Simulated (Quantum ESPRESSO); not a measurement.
## Variants of one calculation on B₈O (Pm, 27 atoms in the cell)

```
B8O
1.0
    5.12191     0.00000     0.00000
    0.00000     5.30539     0.00000
   -0.31485     0.00000     7.33402
B O
24 3
Cartesian
  0.37506   0.00000   5.86927
  3.10535   2.65270   2.16816
  1.70692   1.24746   4.10082
  1.70692   4.05793   4.10082
  4.35053   3.92275   0.47304
  4.35053   1.38264   0.47304
  4.29945   0.00000   1.60204
  1.74260   2.65270   5.13924
  3.18718   4.13693   3.13141
  3.18718   1.16846   3.13141
  0.40621   1.39235   6.90447
  0.40621   3.91304   6.90447
  3.36648   0.00000   0.02266
  0.72640   2.65270   3.65410
  3.98897   0.88176   6.11276
  3.98897   4.42363   6.11276
  1.61665   3.54920   2.42500
  1.61665   1.75619   2.42500
  1.68037   0.00000   0.03880
  4.16406   2.65270   3.62704
  0.75678   4.42788   1.27619
  0.75678   0.87751   1.27619
  3.25932   1.75274   4.85850
  3.25932   3.55265   4.85850
  1.04843   2.65270   6.45996
  1.06691   0.00000   4.56074
  3.74034   2.65270   0.86358
```

Base run A: Quantum ESPRESSO with PBEsol, GBRV 1.5 ultrasoft (PBESOL) pseudopotentials, self-consistent single point.

Its settings: ecutwfc = 40 Ry; ecutrho = 200 Ry; occupations = smearing; smearing = fermi-dirac; degauss = 0.0036749 Ry; potentials = {B: b_pbesol_v1.4.uspp.F.UPF, O: o_pbesol_v1.2.uspp.F.UPF}; K_POINTS = automatic 5 5 4 0 0 0; conv_thr = 1e-08 Ry; mixing_beta = 0.3.

The starting cell comes from a database of computed structures (which also holds hypothetical and non-ambient phases and stackings), without a prior relaxation at this level.

ΔF is the free energy per atom less that of run A. A dash stands where there is no value to compare (another energy zero or no entropy term, no result, no spin, no clean gap, or a mesh too coarse for one). Total energies depend on the potentials, the functional and any Hubbard or dispersion term, so they are compared only between runs that share all of them.

Runs:
- B: vdw_corr: default → grimme-d3; dftd3_version: default → 4; dftd3_threebody: default → false [PBEsol-D3(BJ)]
- C: ecutwfc: 40 Ry → 24 Ry; ecutrho: 200 Ry → 120 Ry
- D: nosym: default → true
- E: K_POINTS: automatic 5 5 4 0 0 0 → automatic 5 4 3 0 0 0
- F: ecutwfc: 40 Ry → 16 Ry; ecutrho: 200 Ry → 80 Ry
- G: smearing: fermi-dirac → methfessel-paxton; degauss: 0.0036749 Ry → 0.02205 Ry
- H: conv_thr: 1e-08 Ry → 1e-05 Ry
- I: ecutwfc: 40 Ry → 65 Ry; ecutrho: 200 Ry → 520 Ry; pseudopotentials: {B: b_pbesol_v1.4.uspp.F.UPF, O: o_pbesol_v1.2.uspp.F.UPF} → {B: B_pbe_v1.01.uspp.F.UPF, O: O.pbe-n-kjpaw_psl.0.1.UPF}; input_dft: default → pbesol

| run | ΔF (meV/atom) | pressure (GPa) | largest force (eV/Å) | gap on the mesh (eV) | k-points |
|---|---|---|---|---|---|
| A | 0.00 | -1.03 | 0.156 | 2.264 | 33 |
| B | – | -4.04 | 0.158 | 2.264 | 33 |
| C | 197.5 | -19.91 | 0.241 | 2.253 | 33 |
| D | 0.00 | -1.03 | 0.156 | 2.264 | 51 |
| E | 0.02 | -1.03 | 0.155 | 2.226 | 24 |
| F | 1473.7 | -74.29 | 1.513 | 2.249 | 33 |
| G | 0.00 | -1.03 | 0.156 | 2.264 | 33 |
| H | 0.00 | -1.13 | 0.157 | 2.264 | 33 |
| I | – | -2.19 | 0.115 | 2.253 | 33 |

Run E against A: The free energy is nearly the same (within 1 meV/atom), the pressure stays at -1.03 GPa, the largest force hardly changes (0.156 to 0.155 eV/Å) and the gap on the mesh goes from 2.264 to 2.226 eV.

Run B against A: The pressure goes from -1.03 to -4.04 GPa, the largest force hardly changes (0.156 to 0.158 eV/Å) and the gap on the mesh stays at 2.264 eV.

Run C against A: The free energy goes up by 197 meV/atom, the pressure goes from -1.03 to -19.91 GPa, the largest force goes from 0.156 to 0.241 eV/Å and the gap on the mesh goes from 2.264 to 2.253 eV.
